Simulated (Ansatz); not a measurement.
Reference: monolayer PtSe2, PBE, rigid bands (plane waves, PAW, scalar-relativistic; Ansatz, a first-principles code); axes and stresses refer to this cell.

```
CELL_PARAMETERS angstrom
      3.74798     0.00000     0.00000
     -1.87399     3.24585     0.00000
      0.00000     0.00000    18.98202
ATOMIC_POSITIONS crystal
  Pt 0.00000 0.00000 0.50000
  Se 0.33333 0.66667 0.56891
  Se 0.66667 0.33333 0.43109
```

* **hole conductivity mass**: 1.69 mₑ
* **band gap**: 1.38 eV
* **electron conductivity mass**: 0.33 mₑ

Problem. Change: biaxial strain +1 %. What happens to hole conductivity mass, band gap, electron conductivity mass?

Solution. hole conductivity mass shrinks to 0.86 mₑ; band gap falls to 1.31 eV; electron conductivity mass moves little, to 0.33 mₑ.

Problem. Change: biaxial strain +2 %. What happens to hole conductivity mass, band gap, electron conductivity mass?

Solution. hole conductivity mass drops to 0.82 mₑ; band gap falls to 1.23 eV; electron conductivity mass moves little, to 0.33 mₑ.

Masses are for dilute carriers at 300 K, harmonic means over directions unless an axis is named. Spin-orbit coupling is left out unless a row names it; without it hole values are far off for these elements. The structure type is held under load, also where the real crystal would transform.

Model free-standing layer, not matched to a measured one here: monolayer PtSe2.
